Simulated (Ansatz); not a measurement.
The parent structure is ZnO in the wurtzite structure (space group P6_3mc, No. 186; a = 3.280 Å, c = 5.294 Å).

(Cell as relaxed with PBE.)

Levels (all Ansatz, a program for electronic structure, PAW, earlier PAW set): PBE (420 eV, spin-orbit coupling left out); r2SCAN (500 eV, scalar-relativistic without spin-orbit coupling).

Each level relaxes its own structure.

```json
[
 {"base": "volume per atom", "PBE": "12.33 Å³", "r2SCAN": "11.81 Å³"},
 {"base": "lattice parameter a", "PBE": "3.280 Å", "r2SCAN": "3.235 Å"},
 {"base": "band gap", "PBE": "0.74 eV", "r2SCAN": "1.23 eV"}
]
```

Now apply this change: the cell is scaled by 0.9523 in all directions, atoms relaxed at fixed cell.

```json
[
 {"quantity": "valence-band top at Γ (three highest levels, from the VBM)", "PBE": "0.00, 0.00, -0.13 eV", "r2SCAN": "0.00, 0.00, -0.16 eV"},
 {"quantity": "energy relative to the base (free energy F)", "PBE": "+121 meV/atom", "r2SCAN": "+133 meV/atom"},
 {"quantity": "band gap", "PBE": "0.94 eV", "r2SCAN": "1.44 eV"},
 {"quantity": "pressure (mean of the normal stresses, compression positive)", "PBE": "262.3 kbar", "r2SCAN": "303.0 kbar"}
]
```

PBE's energy relative to the base lies 13 meV/atom below r2SCAN's; PBE's band gap lies 0.493 eV below r2SCAN's; PBE's pressure lies 40.78 kbar below r2SCAN's. Neither level is exact; r2SCAN is the comparison here, not a measurement.

The cells carry an imposed strain or load. Gaps are Kohn–Sham eigenvalue differences; semilocal functionals usually give less than the measured gap. Stability against distortions was not tested.
